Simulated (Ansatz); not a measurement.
The structure below was relaxed with PBE in Ansatz (plane waves to 420 eV, PAW, spin-orbit coupling left out), earlier PAW set, at pressure 7 GPa.

```
CELL_PARAMETERS angstrom
      3.06260     0.00000     0.00000
     -1.53130     2.65229     0.00000
      0.00000     0.00000    10.02452
ATOMIC_POSITIONS crystal
  Si 0.00000 0.00000 0.00032
  Si 0.00000 0.00000 0.50032
  Si 0.66667 0.33333 0.75023
  Si 0.33333 0.66667 0.25023
  C  0.00000 0.00000 0.81285
  C  0.00000 0.00000 0.31285
  C  0.66667 0.33333 0.56223
  C  0.33333 0.66667 0.06223
```

Problem. Find the space group and the Wyckoff positions.

Solution. Space group P6₃mc (No. 186); a = 3.063 Å, b = 3.063 Å, c = 10.025 Å, α = 90.00°, β = 90.00°, γ = 120.00°

```json
[
 {"atom": "Si", "site": "2a", "symmetry": "3m.", "x": "0.0000", "y": "0.0000", "z": "0.0003"},
 {"atom": "Si", "site": "2b", "symmetry": "3m.", "x": "0.3333", "y": "0.6667", "z": "0.2502"},
 {"atom": "C", "site": "2a", "symmetry": "3m.", "x": "0.0000", "y": "0.0000", "z": "0.3128"},
 {"atom": "C", "site": "2b", "symmetry": "3m.", "x": "0.3333", "y": "0.6667", "z": "0.0622"}
]
```

Load acts through the strain it causes; cell and atoms are relaxed under it. Whether these cells are dynamically stable was not tested. Competing high-pressure phases were not computed. The cell was made from SiC (space group P6_3mc, No. 186) by this change: pressure 7 GPa.

Ansatz is a quantum-chemistry and plane-wave program.
